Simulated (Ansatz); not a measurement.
# MgS: pressure series

The reference is MgS in the rock salt structure (space group Fm-3m, No. 225).

MgS has the cubic space group Fm-3m (No. 225), the rock salt structure, Pearson symbol cF8. Conventional cell: a = b = c = 5.230 Å, α = β = γ = 90.00°. Mg on 4a has 6 S at 2.615 Å (octahedral). S on 4b is surrounded by 6 Mg at 2.615 Å (octahedral). (Neighbours: up to the widest gap in distance over summed covalent radii, below 1.35, at either atom; cation-cation and far metal-metal contacts left out.)
(The calculation used a cell of 2 atoms; values per cell refer to that cell.)

Cell and atoms are relaxed at each pressure.

The values are results of PBE (Ansatz, an electronic-structure program, PAW, spin-orbit coupling left out), not measurements.

| pressure (GPa) | volume per atom (Å³/atom) |
|---|---|
| -2 | 18.399 |
| -1 | ? |
| 0 | 17.879 |
| 0.9 | 17.668 |
| 2.1 | 17.405 |
| 4.5 | 16.930 |
| 9 | 16.186 |
| 15 | 15.393 |
| 22.5 | 14.611 |

Task: Fit the third-order Birch–Murnaghan form P(V) = (3B₀/2)[(V₀/V)^(7/3) − (V₀/V)^(5/3)]·[1 + (3/4)(B₀′ − 4)((V₀/V)^(2/3) − 1)] (squares taken in P) to the rows shown and predict the withheld row.

Result: Least squares on the printed values gives V₀ = 17.879 Å³/atom, B₀ = 73.9 GPa, B₀′ = 4.1; this predicts 18.130 Å³/atom, and the run gives 18.129 Å³/atom, in agreement.

Measured bulk modulus of MgS: 81 GPa (static lattice; corrected from measurement; as listed in Tamar Goldzak et al., The Journal of Chemical Physics (2022)); the computed value is 9 % below it.

Load acts through the strain it causes; cell and atoms are relaxed under it. No phonon test of stability was made. No other phases were tried under pressure.
